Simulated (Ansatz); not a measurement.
# How far PBE and r2SCAN part for GaP, pressure 3 GPa

The parent structure is GaP in the zinc blende structure (space group F-43m, No. 216; a = 5.506 Å).

(Cell as relaxed with PBE.)

Levels (all Ansatz, a program for electronic structure, PAW, earlier PAW set): PBE (420 eV, no spin-orbit coupling); r2SCAN (500 eV, no spin-orbit coupling).

Each level relaxes its own structure.

| base | PBE | r2SCAN |
|---|---|---|
| volume per atom | 20.87 Å³ | 20.25 Å³ |
| lattice parameter a | 5.506 Å | 5.452 Å |
| band gap | 1.58 eV | 1.85 eV |

Perturbation: a hydrostatic pressure of 3 GPa.

```csv
quantity,PBE,r2SCAN
smallest direct gap,1.87 eV,?
band gap,1.58 eV,?
shift of the gap caused by the change,+0.01 eV,?
"hole mass (degenerate bands, along [100])","0.11, 0.38, 0.38 mₑ (at Γ)",?
lattice parameter a,5.441 Å,?
```

### Question
Given the PBE results, estimate those of r2SCAN.

### Answer

- smallest direct gap, r2SCAN: 2.64 eV
- band gap, r2SCAN: 1.79 eV
- shift of the gap caused by the change, r2SCAN: -0.06 eV
- hole mass (degenerate bands, along [100]), r2SCAN: 0.14, 0.35, 0.35 mₑ (at Γ)
- lattice parameter a, r2SCAN: 5.394 Å

PBE's smallest direct gap lies 0.77 eV below r2SCAN's; PBE's band gap lies 0.21 eV below r2SCAN's; PBE's shift of the gap caused by the change lies 0.063 eV above r2SCAN's; PBE's lattice parameter a lies 0.047 Å above r2SCAN's (0.9 %). Neither level is exact; r2SCAN is the comparison here, not a measurement.

Load acts through the strain it causes; cell and atoms are relaxed under it. Masses are band curvatures over ±0.01 Å⁻¹ around the edge. Whether these cells are dynamically stable was not tested. Tetrahedral semiconductors of this kind turn to denser phases somewhere between about 1 and 50 GPa; those were not computed, so compressed cells here can lie past the real transition.
